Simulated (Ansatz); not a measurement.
The starting structures come from a database of crystals and need not be the phases stable at ambient conditions.

The decay constant κ of evanescent states in the gap governs leakage through a thin film.

Input:

```
CELL_PARAMETERS angstrom
      5.92174     0.00000     0.00000
     -2.00582     8.55271     0.00000
     -1.00291     4.27636     2.63220
ATOMIC_POSITIONS crystal
  Na 0.25921 0.33093 0.00000
  Na 0.74079 0.66907 0.00000
  Na 0.00000 0.00000 0.00000
  Na 0.50000 0.00000 0.00000
  C  0.24928 0.66403 0.00000
  C  0.75072 0.33597 0.00000
  O  0.16737 0.78819 0.00000
  O  0.83263 0.21181 0.00000
  O  0.70821 0.18661 0.42370
  O  0.29179 0.81339 0.57630
  O  0.29179 0.38969 0.42370
  O  0.70821 0.61031 0.57630
```

Space group of this cell: C2/m. The cell is taken as given.

Transport runs along the normal of the first two printed cell vectors.

The gap is the functional's own, uncorrected, and κ follows it; spin-orbit coupling is left out. Mid-gap values are interpolated between the computed energies.

Task: Compute, with Ansatz (a program for electronic structure) with r2SCAN, the band gap and the smallest decay constant κ at mid-gap.

Result: Gap 4.91 eV on a 6×12×12 mesh; κ = 0.471 1/Å, at the zone centre.
